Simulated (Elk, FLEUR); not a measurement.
An Elk input for a self-consistent single point of GaNi3 (Pm-3m, 4 atoms in the cell) (DFT, LDA (PW92), all-electron FP-LAPW, Elk's shipped species files, APW+lo basis with extra local orbitals):

```
tasks
  0

xctype
  3

spinpol
  .true.

reducebf
  0.5

tforce
  .true.

rgkmax
  8.0

gmaxvr
  18.0

lmaxapw
  10

lmaxo
  8

nxlo
  2

lorbcnd
  .true.

lradstp
  2

nrmtscf
  2.0

rmtscf
  0.91

lmaxi
  4

nempty
  8

stype
  3

swidth
  0.00367493

scale
  1.889726125

avec
    3.4838460000    0.0000000000    0.0000000000
    0.0000000000    3.4838460000    0.0000000000
    0.0000000000    0.0000000000    3.4838460000

sppath
  './'

atoms
  2   : nspecies
  'Ga.in'   : spfname
  1   : natoms; atposl, bfcmt below
  0.0000000000  0.0000000000  0.0000000000    0.0 0.0 0.0
  'Ni.in'   : spfname
  3   : natoms; atposl, bfcmt below
  0.5000000000  0.0000000000  0.5000000000    0.0 0.0 -0.5
  0.0000000000  0.5000000000  0.5000000000    0.0 0.0 -0.5
  0.5000000000  0.5000000000  0.0000000000    0.0 0.0 -0.5

ngridk
  8 8 8
```

Q: Write the same calculation as an input for FLEUR.

A: One input that does it (others would too):

Input of the input generator:

```
scf GaNi3
&input film=f /
3.4838460000 0.0000000000 0.0000000000
0.0000000000 3.4838460000 0.0000000000
0.0000000000 0.0000000000 3.4838460000
1.8897261246
1.0 1.0 1.0

4
31 0.0000000000 0.0000000000 0.0000000000 : 0.00
28 0.5000000000 0.0000000000 0.5000000000 : 2.00
28 0.0000000000 0.5000000000 0.5000000000 : 2.00
28 0.5000000000 0.5000000000 0.0000000000 : 2.00

&comp jspins=2 /
&exco xctyp='pz' /
&kpt div1=8 div2=8 div3=8 gamma=t /
&end /
```

```xml
<?xml version="1.0" encoding="UTF-8" standalone="no"?>
<fleurInput fleurInputVersion="0.39">
   <comment>
      scf GaNi3                                                                                           
   </comment>
   <calculationSetup>
      <cutoffs Kmax="3.6" Gmax="14.4" GmaxXC="14.4" numbands="0"/>
      <scfLoop itmax="80" minDistance="0.00001" maxIterBroyd="15" imix="Anderson" alpha="0.05" precondParam="0.0" spinf="2.0"/>
      <coreElectrons ctail="T" frcor="F" kcrel="0" coretail_lmax="0"/>
      <xcFunctional name="pz" relativisticCorrections="F"/>
      <magnetism jspins="2"/>
      <soc l_soc="F" theta="0.0" phi="0.0" spav="F"/>
      <expertModes spex="0" secvar="F"/>
      <geometryOptimization l_f="T" forcealpha="1.0" forcemix="BFGS" epsdisp="0.00001" epsforce="0.00001"/>
      <ldaU l_linMix="F" mixParam="0.05" spinf="1.0"/>
   </calculationSetup>
   <cell>
      <bzIntegration valenceElectrons="61.0" mode="hist" fermiSmearingEnergy="0.00367493">
         <kPointListSelection listName="default-1"/>
         <!-- k-points included here -->
         <xi:include xmlns:xi="http://www.w3.org/2001/XInclude" href="kpts.xml"> </xi:include>
      </bzIntegration>
      <!-- symmetry operations included here -->
      <xi:include xmlns:xi="http://www.w3.org/2001/XInclude" href="sym.xml"> </xi:include>
      <bulkLattice scale="1.0">
         <bravaisMatrix>
            <row-1>    6.5835148002832113     0.0000000000000000     0.0000000000000000</row-1>
            <row-2>    0.0000000000000000     6.5835148002832113     0.0000000000000000</row-2>
            <row-3>    0.0000000000000000     0.0000000000000000     6.5835148002832113</row-3>
         </bravaisMatrix>
      </bulkLattice>
   </cell>
   <atomSpecies>
      <species name="Gallium (Ga)" element="Ga" atomicNumber="31">
         <mtSphere radius="2.17" gridPoints="751" logIncrement="0.016"/>
         <atomicCutoffs lmax="8" lnonsphr="6"/>
         <electronConfig flipSpins="F">
            <coreConfig>(1s1/2) (2s1/2) (2p1/2) (2p3/2) (3s1/2) (3p1/2) (3p3/2)</coreConfig>
            <valenceConfig>(4s1/2) (3d3/2) (3d5/2) (4p1/2) (4p3/2)</valenceConfig>
            <stateOccupation state="(4p1/2)" spinUp="0.1666666667" spinDown="0.1666666667"/>
            <stateOccupation state="(4p3/2)" spinUp="0.3333333333" spinDown="0.3333333333"/>
         </electronConfig>
         <energyParameters s="4" p="4" d="3" f="4"/>
      </species>
      <species name="Nickel (Ni2.000" element="Ni" atomicNumber="28">
         <mtSphere radius="2.17" gridPoints="751" logIncrement="0.016"/>
         <atomicCutoffs lmax="8" lnonsphr="6"/>
         <electronConfig flipSpins="F">
            <coreConfig>(1s1/2) (2s1/2) (2p1/2) (2p3/2) (3s1/2)</coreConfig>
            <valenceConfig>(3p1/2) (3p3/2) (4s1/2) (3d3/2) (3d5/2)</valenceConfig>
            <stateOccupation state="(3d3/2)" spinUp="2.0" spinDown="1.2"/>
            <stateOccupation state="(3d5/2)" spinUp="3.0" spinDown="1.8"/>
         </electronConfig>
         <energyParameters s="4" p="4" d="3" f="4"/>
         <lo type="SCLO" l="1" n="3" eDeriv="0"/>
      </species>
   </atomSpecies>
   <atomGroups>
      <atomGroup species="Gallium (Ga)">
         <relPos label="                   1">.0000000000 .0000000000 .0000000000</relPos>
         <force calculate="T" relaxXYZ="TTT"/>
      </atomGroup>
      <atomGroup species="Nickel (Ni2.000">
         <relPos label="                   2">1.000/2.000 .0000000000 1.000/2.000</relPos>
         <relPos label="                   3">.0000000000 1.000/2.000 1.000/2.000</relPos>
         <relPos label="                   4">1.000/2.000 1.000/2.000 .0000000000</relPos>
         <force calculate="T" relaxXYZ="TTT"/>
      </atomGroup>
   </atomGroups>
   <output dos="F" band="F" slice="F">
      <checks vchk="F" cdinf="F"/>
      <bandDOS minEnergy="-.5*Htr" maxEnergy="0.5*Htr" sigma="0.015" storeEVData="T"/>
      <vacuumDOS vacdos="F" integ="F" star="F" nstars="0" locx1="0.0" locy1="0.0" locx2="0.0" locy2="0.0" nstm="0" tworkf="0.0"/>
      <unfoldingBand unfoldBand="F" supercellX="1" supercellY="1" supercellZ="1"/>
      <plotting iplot="0" polar="F">
         <plot TwoD="T" vec1="  1.0  0.0  0.0" vec2="  0.0  1.0  0.0" vec3="  0.0  0.0  1.0" zero="  0.0  0.0  0.0" file="plot"/>
      </plotting>
      <chargeDensitySlicing numkpt="0" minEigenval="0.0" maxEigenval="0.0" nnne="0" pallst="F"/>
      <specialOutput eonly="F"/>
      <magneticCircularDichroism mcd="F" energyLo="-10.0" energyUp="0.0"/>
   </output>
  <!-- We include the file relax.xml here to enable relaxations (see documentation) -->
  <xi:include xmlns:xi="http://www.w3.org/2001/XInclude" href="relax.xml"> <xi:fallback/> </xi:include>
</fleurInput>
```

Basis settings and potentials, where a program has them, do not carry over. This input uses DFT, LDA (Perdew-Zunger), all-electron FLAPW (FLEUR), scalar-relativistic valence. LDA parametrisations can differ slightly between programs.

The starting cell comes from a database of computed structures (which also holds hypothetical and non-ambient phases and stackings), without a prior relaxation at this level. Its lattice was rescaled by a random factor within 2.5 % of one.
